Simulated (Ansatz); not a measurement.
The parent structure is Hf in the hcp (Mg type) structure (space group P6_3/mmc, No. 194; a = 3.117 Å, c = 4.950 Å; relaxed with 0.1 eV smearing).

Computed with Kohn–Sham DFT with the LDA functional, run in Ansatz (a quantum-chemistry and plane-wave program) with PAW and 420 eV plane waves, scalar-relativistic without spin-orbit coupling.

Strains are applied to the cell and any free atomic positions relax.

One change was made to it. Results:

| quantity | base | after |
|---|---|---|
| energy relative to the base (free energy F) | 0 meV/atom | +30 meV/atom |
| band gap | zero | zero |
| pressure (mean of the normal stresses, compression positive) | 0.0 GPa | 8.1 GPa |

Problem. Name the change that was made.
A. isotropic strain −2.00 %
B. isotropic strain −1.50 %
C. isotropic strain −3.00 %

Solution. A, isotropic strain −2.00 %. For comparison, the energy relative to the base in the other runs: isotropic strain −1.50 % gives +16 meV/atom; isotropic strain −3.00 % gives +68 meV/atom.

No phonon test of stability was made. The final runs are not spin-polarised.
